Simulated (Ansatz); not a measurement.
# Ta: response to strain

Take Ta in the bcc (W type) structure (space group Im-3m, No. 229; a = 3.282 Å; relaxed with 0.1 eV smearing) as the base.

Strains are applied to the cell and any free atomic positions relax.

Computed with PBEsol (Ansatz, an electronic-structure program, PAW, without spin-orbit coupling).

Notes on the quantities. energy relative to the base: free energy F.

```
change                    energy relative to the base  shortest interatomic distance   pressure
------------------------  ---------------------------  -----------------------------  ---------
base                                       0 meV/atom                        2.843 Å    0.0 GPa
isotropic strain −3.00 %                +100 meV/atom                        2.757 Å   22.4 GPa
isotropic strain −2.50 %                 +69 meV/atom                        2.771 Å   18.1 GPa
isotropic strain −2.00 %                 +43 meV/atom                        2.786 Å   14.0 GPa
isotropic strain −1.50 %                 +24 meV/atom                        2.800 Å   10.2 GPa
isotropic strain −1.00 %                 +11 meV/atom                        2.814 Å    6.6 GPa
isotropic strain +1.00 %                 +10 meV/atom                        2.871 Å   -5.8 GPa
isotropic strain +1.50 %                 +22 meV/atom                        2.885 Å   -8.5 GPa
isotropic strain +2.00 %                 +39 meV/atom                        2.899 Å  -11.0 GPa
isotropic strain +2.50 %                 +60 meV/atom                        2.914 Å  -13.3 GPa
```

Stability against distortions was not tested. The final runs are not spin-polarised.
